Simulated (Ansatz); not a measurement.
# Effect of uniaxial strain ε_xx = +1.50 % on ZrSe2

Start from ZrSe$_{2}$ in the CdI2 type structure (space group P-3m1, No. 164; a = 3.660 Å, c = 5.841 Å; layered, stacked along the Cartesian z axis; relaxed with 0.1 eV smearing). Axes: x lies along a and z along c of the hexagonal cell.

One thing is altered: uniaxial strain ε_xx = +1.50 %, all other strain components held at zero; the atoms relax in the strained cell.

Level of theory: PBEsol-D3(BJ)/PAW in Ansatz (an electronic-structure program), no spin-orbit coupling. k-mesh 18×18×10 (Γ-centred); smearing 0.1 eV (Fermi–Dirac).

- Volume per atom = 22.92 Å³ (base 22.59 Å³)
- Space group = C2/m (No. 12) (base P-3m1 (No. 164))
- Shortest interatomic distance = 2.656 Å (base 2.655 Å)
- Energy relative to the base (free energy F) = +1.8 meV/atom
- Pressure (mean of the normal stresses, compression positive) = -0.8 GPa (base 0.0 GPa)
- Band gap = zero (base zero)
- Largest internal atomic displacement = 0.015 Å
- Stress (xx, yy, zz, yz, xz, xy; compression positive) = (-1.7, -0.4, -0.3, 0.1, 0.0, 0.0) GPa

Whether these cells are dynamically stable was not tested. All final runs are without spin polarisation. The zero or small gap of ZrSe2 can change with the level of theory.
